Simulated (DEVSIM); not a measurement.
System: Schottky contact on p-type GaAs, at 350 K.

```tsv
layer (left to right)	material	thickness (μm)	Na (cm⁻³)	τn (s)	τp (s)
1	GaAs	1.20	2.5e17	3.6e-8	3.6e-8
```

Left contact: Schottky, work function 4.554 eV, emission velocity 2.8e6 cm/s. Right contact: ohmic. Voltage is applied to the left contact. Recombination: SRH at mid-gap. Mobility is constant in doping.

This is a model device: material constants are rounded textbook-type values typed into the input, and sizes, dopings and lifetimes were drawn at random. Values at 300 K; Nc and Nv go as T^1.5, mobilities as T to minus their exponent, the gap by Varshni's rule with the affinity fixed.

| parameter | GaAs |
|---|---|
| gap (eV) | 1.424 |
| affinity (eV) | 4.07 |
| permittivity | 12.9 |
| Nc (cm⁻³) | 4.7e17 |
| Nv (cm⁻³) | 9e18 |
| μn (cm²/Vs) | 8500 |
| μp (cm²/Vs) | 400 |
| T exponent of μn | 2.1 |
| T exponent of μp | 2.2 |
| Varshni α (eV/K) | 0.000541 |
| Varshni β (K) | 204 |

Simulated with DEVSIM: 1D drift-diffusion, Boltzmann statistics, complete ionisation; no tunnelling, impact ionisation, image-force lowering or self-heating. Metal contacts follow the ideal Schottky-Mott rule: no Fermi-level pinning, no interface dipoles.

**Question.** Tabulate band edges, carrier densities and field at zero bias.

**Answer.** Energies count from the Fermi level of the right contact; mesh points crowd at the junctions.

| x (μm) | Ec (eV) | Ev (eV) | n (cm⁻³) | p (cm⁻³) | field (V/cm) |
|---|---|---|---|---|---|
| 0.000 | 0.484 | -0.917 | 6.4e10 | 710000 | 230000 |
| 0.007897 | 0.657 | -0.744 | 2.1e8 | 2.2e8 | 200000 |
| 0.01828 | 0.851 | -0.550 | 330000 | 1.4e11 | 170000 |
| 0.03422 | 1.075 | -0.326 | 200 | 2.3e14 | 110000 |
| 0.05926 | 1.251 | -0.150 | < 1e2 | 7.8e16 | 32000 |
| 0.08584 | 1.284 | -0.117 | < 1e2 | 2.3e17 | 2600 |
| 0.1266 | 1.286 | -0.115 | < 1e2 | 2.5e17 | 36 |
| 0.1907 | 1.286 | -0.115 | < 1e2 | 2.5e17 | ≈ 0 |
| 0.2701 | 1.286 | -0.115 | < 1e2 | 2.5e17 | ≈ 0 |
| 0.3631 | 1.286 | -0.115 | < 1e2 | 2.5e17 | ≈ 0 |
| 0.4855 | 1.286 | -0.115 | < 1e2 | 2.5e17 | ≈ 0 |
| 0.6906 | 1.286 | -0.115 | < 1e2 | 2.5e17 | ≈ 0 |
| 0.8187 | 1.286 | -0.115 | < 1e2 | 2.5e17 | ≈ 0 |
| 0.9161 | 1.286 | -0.115 | < 1e2 | 2.5e17 | ≈ 0 |
| 1.016 | 1.286 | -0.115 | < 1e2 | 2.5e17 | ≈ 0 |
| 1.066 | 1.286 | -0.115 | < 1e2 | 2.5e17 | ≈ 0 |
| 1.104 | 1.286 | -0.115 | < 1e2 | 2.5e17 | ≈ 0 |
| 1.133 | 1.286 | -0.115 | < 1e2 | 2.5e17 | ≈ 0 |
| 1.163 | 1.286 | -0.115 | < 1e2 | 2.5e17 | ≈ 0 |
| 1.178 | 1.286 | -0.115 | < 1e2 | 2.5e17 | ≈ 0 |
| 1.189 | 1.286 | -0.115 | < 1e2 | 2.5e17 | ≈ 0 |
| 1.200 | 1.286 | -0.115 | < 1e2 | 2.5e17 | ≈ 0 |
